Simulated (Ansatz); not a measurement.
# Si well of 16 atomic layers along [001] in random Si0.8Ge0.2, Ge share that oscillates in the well

Prepared with Tersoff's 1989 multicomponent potential (SiCGe.tersoff) in LAMMPS: minimisation. Geometry as solved with PBE, support functions at accuracy medium on the grid of 370 eV (Ansatz, a first-principles code).

```xyz
720
Lattice="16.58 0.00 0.00 0.00 16.58 0.00 0.00 0.00 55.01" Properties=species:S:1:pos:R:3 pbc="T T T"
Si     0.00    -0.02     0.04
Ge     1.41     1.38     1.41
Si     2.82     2.76     0.00
Si     4.15     4.15     1.38
Si     2.79    -0.03     2.82
Si     4.15     1.40     4.16
Si     0.01     2.80     2.79
Si     1.39     4.16     4.16
Si    -0.02    -0.04     5.52
Ge     1.35     1.41     6.89
Si     2.78     2.80     5.51
Si     4.14     4.13     6.95
Ge     2.78     0.00     8.33
Si     4.21     1.37     9.70
Si    -0.05     2.81     8.27
Ge     1.35     4.19     9.66
Si     0.01     0.00    11.09
Si     1.35     1.37    12.47
Ge     2.77     2.73    11.07
Ge     4.17     4.16    12.50
Ge     2.76     0.00    13.87
Si     4.17     1.40    15.26
Si     0.01     2.79    13.82
Si     1.37     4.14    15.22
Si     0.02    -0.02    16.62
Si     1.39     1.38    17.96
Si     2.76     2.77    16.59
Si     4.14     4.14    17.97
Si     2.77     0.00    19.32
Si     4.14     1.38    20.68
Si     0.00     2.77    19.32
Si     1.38     4.15    20.69
Si     0.01     0.02    22.04
Si     1.38     1.39    23.41
Si     2.77     2.77    22.05
Si     4.14     4.15    23.42
Si     2.76     0.02    24.78
Si     4.14     1.39    26.15
Si     0.00     2.77    24.78
Si     1.38     4.14    26.15
Si     0.00     0.01    27.51
Si     1.38     1.38    28.87
Si     2.76     2.76    27.51
Si     4.14     4.15    28.87
Si     2.76     0.00    30.22
Si     4.14     1.38    31.58
Si     0.00     2.77    30.23
Si     1.38     4.15    31.59
Si     0.00     0.00    32.95
Si     1.38     1.39    34.32
Si     2.76     2.76    32.94
Si     4.17     4.13    34.29
Si     2.77     0.00    35.66
Si     4.17     1.36    37.02
Si    -0.02     2.76    35.67
Si     1.34     4.15    37.03
Ge    -0.02     0.00    38.41
Si     1.36     1.40    39.83
Ge     2.76     2.77    38.42
Si     4.16     4.16    39.82
Ge     2.80     0.03    41.18
Si     4.19     1.43    42.57
Si     0.02     2.75    41.22
Si     1.38     4.15    42.57
Si    -0.01     0.03    43.97
Si     1.40     1.41    45.30
Si     2.78     2.79    43.94
Si     4.15     4.15    45.32
Si     2.72     0.01    46.69
Ge     4.16     1.37    48.09
Si     0.05     2.82    46.66
Si     1.43     4.15    48.05
Si     0.06     0.00    49.45
Si     1.41     1.38    50.83
Si     2.76     2.78    49.47
Si     4.16     4.11    50.84
Si     2.79     0.02    52.20
Si     4.14     1.41    53.57
Si     0.04     2.74    52.22
Ge     1.38     4.14    53.66
Si    -0.03     5.55     0.03
Si     1.35     6.90     1.40
Ge     2.79     8.27     0.00
Si     4.20     9.68     1.37
Si     2.73     5.51     2.73
Ge     4.12     6.93     4.12
Si    -0.02     8.28     2.79
Si     1.33     9.66     4.17
Si     0.01     5.52     5.54
Si     1.38     6.90     6.91
Si     2.71     8.31     5.54
Si     4.10     9.66     6.90
Si     2.78     5.55     8.28
Si     4.13     6.88     9.72
Si    -0.01     8.24     8.28
Ge     1.40     9.63     9.68
Si    -0.03     5.57    11.09
Si     1.37     6.91    12.47
Si     2.79     8.25    11.12
Si     4.14     9.67    12.48
Si     2.72     5.54    13.85
Ge     4.14     6.92    15.24
Si     0.03     8.28    13.89
Si     1.39     9.68    15.24
Si    -0.01     5.52    16.59
Si     1.37     6.91    17.96
Si     2.74     8.32    16.63
Si     4.15     9.69    17.97
Si     2.76     5.52    19.32
Si     4.17     6.89    20.67
Si    -0.01     8.29    19.33
Si     1.36     9.69    20.67
Si    -0.01     5.52    22.05
Si     1.36     6.88    23.44
Ge     2.76     8.29    22.06
Si     4.18     9.69    23.44
Si     2.76     5.52    24.79
Si     4.15     6.91    26.14
Si    -0.01     8.28    24.79
Si     1.38     9.66    26.14
Si     0.00     5.53    27.51
Si     1.38     6.91    28.86
Si     2.77     8.29    27.51
Si     4.15     9.67    28.87
Si     2.76     5.53    30.23
Si     4.14     6.91    31.59
Si     0.00     8.29    30.23
Si     1.38     9.68    31.58
Si    -0.01     5.53    32.94
Si     1.35     6.94    34.28
Si     2.76     8.30    32.93
Si     4.14     9.67    34.31
Ge     2.76     5.54    35.65
Si     4.16     6.93    37.06
Si    -0.01     8.30    35.67
Si     1.37     9.66    37.04
Si     0.01     5.56    38.40
Si     1.38     6.91    39.79
Si     2.75     8.29    38.42
Si     4.10     9.70    39.76
Si     2.74     5.51    41.16
Ge     4.11     6.89    42.60
Si     0.00     8.29    41.17
Si     1.37     9.66    42.55
Si     0.00     5.54    43.94
Si     1.36     6.90    45.33
Si     2.72     8.31    43.98
Si     4.12     9.64    45.36
Si     2.78     5.54    46.68
Si     4.12     6.94    48.07
Si    -0.01     8.30    46.69
Si     1.37     9.66    48.06
Ge     0.02     5.57    49.43
Si     1.41     6.96    50.83
Si     2.76     8.32    49.45
Si     4.13     9.64    50.86
Ge     2.80     5.55    52.22
Si     4.22     6.89    53.62
Si     0.03     8.27    52.23
Si     1.40     9.66    53.59
Ge     0.00    11.05    -0.02
Si     1.37    12.48     1.37
Si     2.79    13.80     0.02
Si     4.12    15.19     1.41
Ge     2.73    11.03     2.75
Ge     4.14    12.48     4.15
Si     0.01    13.83     2.78
Si     1.38    15.20     4.16
Si    -0.01    11.06     5.54
Si     1.36    12.44     6.93
Si     2.73    13.84     5.56
Si     4.13    15.22     6.87
Si     2.75    11.04     8.26
Ge     4.14    12.39     9.69
Si    -0.01    13.82     8.30
Si     1.34    15.20     9.70
Ge     0.00    11.10    11.10
Si     1.39    12.44    12.55
Ge     2.75    13.84    11.12
Si     4.20    15.22    12.48
Si     2.78    11.04    13.86
Si     4.16    12.44    15.22
Si     0.01    13.80    13.90
Si     1.38    15.17    15.27
Si     0.00    11.06    16.60
Si     1.39    12.44    17.96
Si     2.78    13.80    16.60
Si     4.15    15.20    17.96
Si     2.76    11.06    19.33
Si     4.15    12.44    20.69
Si     0.00    13.82    19.32
Si     1.38    15.20    20.68
Si    -0.01    11.05    22.05
Si     1.40    12.41    23.39
Si     2.76    13.82    22.04
Si     4.11    15.22    23.39
Si     2.77    11.05    24.79
Si     4.12    12.42    26.17
Ge     0.00    13.82    24.78
Si     1.41    15.23    26.16
Si     0.01    11.04    27.52
Si     1.38    12.44    28.87
Si     2.77    13.82    27.52
Si     4.15    15.20    28.87
Si     2.77    11.06    30.23
Si     4.15    12.44    31.59
Si     0.01    13.82    30.24
Si     1.39    15.20    31.60
Si     0.00    11.06    32.94
Si     1.38    12.43    34.31
Si     2.77    13.81    32.95
Si     4.15    15.20    34.31
Si     2.75    11.04    35.67
Si     4.16    12.40    37.01
Si     0.00    13.81    35.67
Si     1.39    15.20    37.00
Si    -0.01    11.03    38.41
Si     1.34    12.40    39.80
Ge     2.77    13.80    38.41
Si     4.19    15.22    39.78
Si     2.71    11.03    41.15
Ge     4.12    12.45    42.52
Si    -0.04    13.77    41.15
Ge     1.34    15.19    42.56
Si    -0.03    11.02    43.90
Ge     1.36    12.41    45.33
Si     2.74    13.82    43.94
Ge     4.15    15.22    45.31
Si     2.78    11.03    46.73
Si     4.14    12.45    48.07
Si    -0.02    13.83    46.73
Si     1.39    15.20    48.07
Si     0.00    11.05    49.41
Ge     1.41    12.42    50.83
Si     2.80    13.85    49.43
Si     4.16    15.20    50.84
Si     2.79    11.02    52.25
Si     4.14    12.43    53.62
Si     0.00    13.78    52.24
Ge     1.40    15.20    53.62
Ge     5.48     0.00    -0.01
Ge     6.93     1.42     1.40
Si     8.31     2.80    -0.03
Si     9.67     4.14     1.37
Si     8.35     0.01     2.76
Si     9.69     1.38     4.14
Si     5.51     2.79     2.79
Si     6.93     4.11     4.14
Si     5.51     0.05     5.56
Si     6.91     1.40     6.93
Si     8.28     2.72     5.51
Ge     9.68     4.13     6.92
Si     8.32     0.06     8.29
Si     9.68     1.40     9.70
Si     5.54     2.77     8.32
Si     6.92     4.15     9.70
Si     5.55     0.03    11.12
Si     6.93     1.40    12.49
Si     8.29     2.76    11.07
Si     9.68     4.12    12.43
Si     8.27     0.02    13.87
Si     9.67     1.38    15.23
Si     5.56     2.74    13.89
Si     6.91     4.11    15.27
Si     5.53    -0.01    16.61
Si     6.92     1.37    17.97
Si     8.31     2.75    16.62
Si     9.67     4.14    17.98
Si     8.29     0.00    19.33
Si     9.68     1.38    20.69
Si     5.53     2.76    19.33
Si     6.91     4.15    20.68
Si     5.50    -0.02    22.02
Ge     6.91     1.39    23.42
Si     8.32     2.79    22.03
Si     9.68     4.16    23.41
Si     8.32    -0.01    24.81
Si     9.68     1.40    26.15
Si     5.50     2.79    24.80
Si     6.91     4.16    26.15
Si     5.53     0.01    27.51
Si     6.91     1.39    28.87
Si     8.29     2.77    27.50
Si     9.67     4.15    28.86
Si     8.29     0.00    30.23
Si     9.67     1.38    31.58
Si     5.53     2.77    30.23
Si     6.91     4.15    31.58
Si     5.52     0.00    32.93
Si     6.89     1.40    34.27
Si     8.29     2.77    32.93
Si     9.67     4.15    34.31
Ge     8.29     0.00    35.66
Si     9.67     1.43    37.04
Si     5.53     2.76    35.66
Si     6.90     4.14    37.04
Si     5.55     0.01    38.41
Si     6.92     1.39    39.79
Si     8.29     2.78    38.42
Si     9.69     4.14    39.79
Si     8.29     0.01    41.17
Si     9.67     1.39    42.54
Si     5.55     2.78    41.17
Si     6.93     4.13    42.56
Si     5.56     0.04    43.91
Si     6.93     1.39    45.30
Si     8.31     2.77    43.93
Si     9.68     4.15    45.31
Si     8.26     0.03    46.73
Si     9.67     1.39    48.08
Si     5.53     2.76    46.65
Ge     6.95     4.13    48.04
Si     5.56    -0.02    49.50
Si     6.93     1.38    50.85
Si     8.32     2.74    49.48
Si     9.67     4.15    50.84
Si     8.32     0.03    52.22
Si     9.66     1.41    53.61
Si     5.55     2.76    52.22
Si     6.92     4.15    53.60
Si     5.54     5.50     0.00
Si     6.90     6.85     1.40
Ge     8.28     8.23    -0.03
Ge     9.64     9.69     1.39
Si     8.30     5.49     2.77
Si     9.64     6.86     4.19
Si     5.56     8.29     2.73
Si     6.94     9.63     4.13
Ge     5.56     5.51     5.56
Si     6.95     6.92     6.95
Si     8.31     8.27     5.54
Si     9.70     9.64     6.91
Si     8.29     5.53     8.33
Si     9.71     6.87     9.68
Ge     5.50     8.29     8.32
Si     6.88     9.69     9.72
Si     5.54     5.53    11.07
Si     6.87     6.91    12.46
Ge     8.28     8.27    11.05
Ge     9.68     9.72    12.48
Ge     8.29     5.51    13.85
Si     9.66     6.91    15.27
Si     5.54     8.31    13.83
Si     6.91     9.68    15.22
Si     5.54     5.50    16.62
Si     6.92     6.91    17.96
Si     8.28     8.30    16.60
Si     9.67     9.68    17.96
Si     8.29     5.53    19.33
Si     9.68     6.91    20.69
Si     5.53     8.29    19.32
Si     6.91     9.67    20.68
Si     5.53     5.52    22.05
Si     6.91     6.91    23.41
Si     8.29     8.29    22.05
Si     9.67     9.66    23.41
Si     8.29     5.53    24.78
Si     9.67     6.91    26.14
Si     5.54     8.29    24.79
Si     6.91     9.67    26.14
Si     5.53     5.54    27.51
Si     6.91     6.92    28.87
Si     8.30     8.29    27.50
Si     9.67     9.67    28.87
Si     8.30     5.54    30.22
Si     9.67     6.91    31.59
Si     5.53     8.29    30.23
Si     6.91     9.67    31.60
Si     5.54     5.53    32.94
Si     6.91     6.91    34.32
Si     8.29     8.29    32.96
Si     9.68     9.68    34.32
Si     8.29     5.52    35.68
Si     9.68     6.90    37.02
Si     5.53     8.29    35.68
Si     6.91     9.67    37.03
Si     5.51     5.50    38.39
Ge     6.94     6.88    39.76
Si     8.31     8.29    38.36
Ge     9.69     9.68    39.78
Si     8.31     5.47    41.17
Ge     9.70     6.88    42.56
Ge     5.52     8.33    41.17
Si     6.94     9.67    42.57
Si     5.56     5.49    43.96
Si     6.91     6.90    45.32
Si     8.26     8.26    43.94
Ge     9.70     9.63    45.31
Si     8.33     5.56    46.67
Si     9.69     6.91    48.09
Si     5.52     8.26    46.70
Si     6.90     9.62    48.08
Ge     5.52     5.55    49.47
Si     6.94     6.93    50.86
Si     8.30     8.29    49.46
Si     9.67     9.67    50.83
Si     8.29     5.52    52.21
Si     9.70     6.88    53.57
Si     5.52     8.27    52.20
Ge     6.88     9.71    53.58
Si     5.52    11.09     0.01
Si     6.90    12.45     1.38
Si     8.32    13.80     0.02
Si     9.68    15.20     1.38
Si     8.24    11.07     2.78
Ge     9.68    12.45     4.16
Si     5.54    13.84     2.73
Ge     6.91    15.24     4.16
Ge     5.56    11.02     5.54
Si     6.96    12.45     6.90
Si     8.30    13.85     5.57
Si     9.67    15.26     6.90
Ge     8.31    11.04     8.32
Si     9.69    12.44     9.73
Ge     5.54    13.83     8.26
Ge     6.96    15.24     9.71
Si     5.54    11.03    11.12
Si     6.90    12.44    12.48
Si     8.30    13.78    11.10
Ge     9.68    15.20    12.48
Si     8.27    11.09    13.88
Si     9.68    12.44    15.24
Si     5.53    13.82    13.85
Si     6.91    15.20    15.23
Si     5.53    11.05    16.59
Si     6.91    12.44    17.94
Si     8.29    13.83    16.59
Si     9.67    15.21    17.96
Si     8.28    11.06    19.32
Si     9.67    12.44    20.67
Si     5.53    13.81    19.31
Si     6.91    15.19    20.68
Si     5.54    11.05    22.05
Si     6.94    12.42    23.39
Si     8.30    13.82    22.04
Si     9.67    15.20    23.41
Si     8.30    11.04    24.78
Si     9.66    12.43    26.15
Ge     5.53    13.82    24.78
Si     6.93    15.22    26.18
Si     5.53    11.05    27.51
Si     6.91    12.43    28.87
Si     8.30    13.82    27.52
Si     9.67    15.20    28.88
Si     8.29    11.05    30.23
Si     9.68    12.43    31.59
Si     5.53    13.82    30.23
Si     6.91    15.20    31.59
Si     5.53    11.06    32.96
Si     6.92    12.44    34.31
Si     8.30    13.81    32.94
Si     9.71    15.18    34.28
Si     8.30    11.06    35.68
Si     9.69    12.45    37.03
Si     5.53    13.81    35.68
Si     6.90    15.18    37.06
Si     5.51    11.03    38.39
Ge     6.90    12.43    39.79
Si     8.32    13.83    38.40
Si     9.66    15.20    39.81
Si     8.29    11.04    41.20
Ge     9.68    12.44    42.57
Si     5.54    13.87    41.16
Si     6.91    15.23    42.54
Ge     5.53    11.05    43.97
Si     6.90    12.49    45.34
Si     8.24    13.84    43.93
Ge     9.66    15.22    45.33
Ge     8.28    11.07    46.73
Si     9.68    12.45    48.14
Si     5.54    13.83    46.73
Si     6.92    15.21    48.10
Ge     5.53    11.04    49.47
Si     6.93    12.46    50.85
Si     8.29    13.84    49.47
Si     9.65    15.22    50.84
Si     8.32    11.08    52.20
Si     9.66    12.46    53.58
Si     5.51    13.78    52.21
Ge     6.93    15.17    53.60
Si    11.00     0.04     0.02
Si    12.39     1.37     1.41
Ge    13.79     2.80     0.04
Si    15.22     4.18     1.43
Si    13.78    -0.01     2.75
Ge    15.17     1.39     4.15
Si    11.04     2.78     2.77
Si    12.43     4.15     4.16
Si    11.06     0.01     5.52
Si    12.41     1.40     6.91
Si    13.77     2.79     5.56
Si    15.17     4.17     6.90
Ge    13.81    -0.02     8.28
Ge    15.20     1.42     9.71
Si    11.08     2.75     8.34
Si    12.45     4.14     9.70
Si    11.06     0.03    11.07
Si    12.42     1.39    12.46
Si    13.80     2.80    11.12
Si    15.21     4.17    12.46
Si    13.77     0.00    13.84
Ge    15.20     1.38    15.22
Si    11.02     2.74    13.82
Ge    12.42     4.15    15.22
Si    11.05     0.00    16.59
Si    12.43     1.38    17.97
Si    13.82     2.77    16.64
Si    15.20     4.15    17.97
Si    13.82     0.01    19.33
Si    15.20     1.39    20.68
Si    11.06     2.76    19.33
Si    12.44     4.15    20.69
Si    11.06     0.00    22.06
Si    12.43     1.40    23.41
Si    13.82     2.77    22.05
Si    15.20     4.14    23.42
Si    13.84     0.03    24.75
Si    15.21     1.39    26.14
Si    11.06     2.77    24.78
Si    12.44     4.15    26.14
Si    11.04     0.03    27.54
Si    12.44     1.39    28.88
Si    13.82     2.77    27.50
Si    15.20     4.15    28.87
Si    13.83     0.00    30.23
Si    15.20     1.38    31.60
Si    11.06     2.77    30.23
Si    12.43     4.15    31.60
Si    11.06     0.00    32.94
Si    12.43     1.38    34.31
Si    13.81     2.76    32.95
Si    15.19     4.15    34.31
Si    13.81    -0.01    35.66
Si    15.16     1.39    37.02
Si    11.06     2.78    35.67
Si    12.43     4.17    37.04
Ge    11.06     0.01    38.42
Si    12.44     1.43    39.80
Si    13.79     2.76    38.39
Ge    15.22     4.13    39.78
Ge    13.83     0.01    41.19
Si    15.22     1.41    42.60
Si    11.06     2.77    41.18
Si    12.42     4.13    42.58
Si    11.05     0.03    43.91
Si    12.41     1.42    45.28
Si    13.82     2.78    43.95
Si    15.21     4.16    45.31
Ge    13.81     0.00    46.65
Ge    15.26     1.40    48.06
Si    11.03     2.77    46.69
Si    12.40     4.19    48.03
Si    11.01     0.01    49.47
Si    12.35     1.40    50.83
Ge    13.76     2.78    49.45
Ge    15.20     4.16    50.89
Ge    13.78     0.02    52.19
Ge    15.23     1.38    53.64
Si    11.03     2.78    52.23
Si    12.41     4.16    53.59
Si    11.03     5.49    -0.04
Ge    12.45     6.85     1.37
Ge    13.85     8.32    -0.03
Si    15.21     9.68     1.43
Si    13.84     5.50     2.82
Si    15.21     6.89     4.17
Ge    11.04     8.26     2.81
Ge    12.49     9.68     4.21
Si    11.08     5.54     5.54
Si    12.45     6.90     6.93
Si    13.87     8.25     5.58
Si    15.24     9.64     6.91
Si    13.81     5.51     8.31
Si    15.20     6.88     9.66
Si    11.06     8.27     8.30
Si    12.38     9.68     9.68
Si    11.06     5.49    11.07
Si    12.43     6.84    12.46
Ge    13.78     8.26    11.05
Ge    15.18     9.67    12.52
Si    13.85     5.54    13.83
Si    15.21     6.91    15.23
Ge    11.09     8.27    13.88
Si    12.46     9.70    15.27
Si    11.03     5.54    16.63
Si    12.44     6.92    17.96
Si    13.83     8.29    16.60
Si    15.21     9.67    17.97
Si    13.82     5.54    19.33
Si    15.20     6.91    20.70
Si    11.05     8.29    19.32
Si    12.44     9.67    20.68
Si    11.06     5.53    22.05
Si    12.44     6.91    23.42
Si    13.82     8.30    22.06
Si    15.21     9.66    23.42
Si    13.82     5.53    24.78
Si    15.19     6.91    26.15
Si    11.06     8.29    24.78
Si    12.43     9.66    26.15
Si    11.05     5.53    27.50
Si    12.43     6.90    28.87
Si    13.82     8.28    27.51
Si    15.20     9.67    28.87
Si    13.81     5.52    30.23
Si    15.19     6.91    31.58
Si    11.05     8.29    30.23
Si    12.44     9.67    31.59
Si    11.05     5.54    32.96
Si    12.44     6.92    34.31
Si    13.82     8.29    32.95
Si    15.20     9.68    34.30
Si    13.82     5.54    35.68
Si    15.20     6.92    37.04
Si    11.07     8.30    35.68
Si    12.45     9.68    37.04
Si    11.05     5.54    38.42
Si    12.42     6.93    39.77
Si    13.82     8.30    38.41
Si    15.20     9.66    39.79
Ge    13.80     5.55    41.20
Si    15.23     6.94    42.58
Si    11.10     8.29    41.17
Si    12.47     9.66    42.54
Si    11.09     5.50    43.97
Si    12.46     6.90    45.32
Si    13.83     8.29    43.94
Si    15.19     9.67    45.31
Si    13.82     5.53    46.68
Si    15.17     6.94    48.04
Si    11.10     8.25    46.72
Si    12.44     9.67    48.08
Si    11.04     5.52    49.46
Si    12.42     6.90    50.83
Si    13.79     8.27    49.44
Ge    15.20     9.66    50.83
Si    13.79     5.57    52.26
Si    15.23     6.90    53.60
Si    11.05     8.29    52.20
Si    12.44     9.67    53.56
Ge    11.08    11.09    -0.03
Si    12.46    12.44     1.43
Ge    13.85    13.81     0.02
Si    15.22    15.22     1.43
Si    13.86    11.08     2.78
Si    15.22    12.45     4.15
Si    11.08    13.84     2.76
Si    12.44    15.21     4.15
Si    11.06    11.05     5.58
Si    12.44    12.46     6.89
Si    13.82    13.82     5.51
Si    15.21    15.16     6.89
Ge    13.82    11.05     8.29
Si    15.19    12.49     9.69
Ge    11.05    13.84     8.31
Si    12.43    15.21     9.73
Si    11.09    11.09    11.07
Si    12.45    12.44    12.47
Si    13.79    13.81    11.08
Ge    15.20    15.19    12.48
Si    13.80    11.09    13.89
Si    15.19    12.44    15.25
Si    11.08    13.80    13.87
Si    12.43    15.20    15.23
Si    11.05    11.06    16.61
Si    12.44    12.45    17.96
Si    13.82    13.83    16.61
Si    15.20    15.20    17.97
Si    13.82    11.06    19.32
Si    15.21    12.44    20.68
Si    11.05    13.83    19.32
Si    12.43    15.21    20.68
Si    11.03    11.03    22.02
Ge    12.44    12.43    23.41
Si    13.83    13.85    22.02
Si    15.19    15.24    23.38
Si    13.84    11.02    24.81
Si    15.20    12.40    26.17
Si    11.01    13.81    24.78
Ge    12.44    15.21    26.15
Si    11.06    11.05    27.50
Si    12.44    12.43    28.88
Si    13.84    13.79    27.54
Si    15.21    15.20    28.87
Si    13.82    11.05    30.23
Si    15.20    12.44    31.59
Si    11.06    13.82    30.23
Si    12.45    15.20    31.58
Si    11.06    11.05    32.95
Si    12.45    12.43    34.30
Si    13.82    13.82    32.95
Si    15.20    15.20    34.31
Si    13.83    11.06    35.67
Si    15.21    12.43    37.04
Si    11.07    13.81    35.66
Si    12.46    15.18    37.03
Si    11.09    11.09    38.39
Si    12.45    12.45    39.79
Si    13.82    13.80    38.41
Si    15.19    15.15    39.79
Si    13.82    11.04    41.15
Si    15.19    12.39    42.52
Si    11.07    13.84    41.15
Si    12.40    15.21    42.56
Si    11.11    11.03    43.93
Si    12.43    12.39    45.35
Ge    13.81    13.80    43.93
Si    15.24    15.20    45.31
Si    13.82    11.03    46.70
Si    15.19    12.42    48.07
Si    11.03    13.76    46.70
Ge    12.41    15.17    48.10
Si    11.06    11.04    49.47
Si    12.41    12.43    50.85
Si    13.81    13.75    49.46
Ge    15.22    15.17    50.81
Si    13.79    11.07    52.22
Si    15.19    12.42    53.58
Si    11.01    13.81    52.19
Ge    12.36    15.20    53.63
```
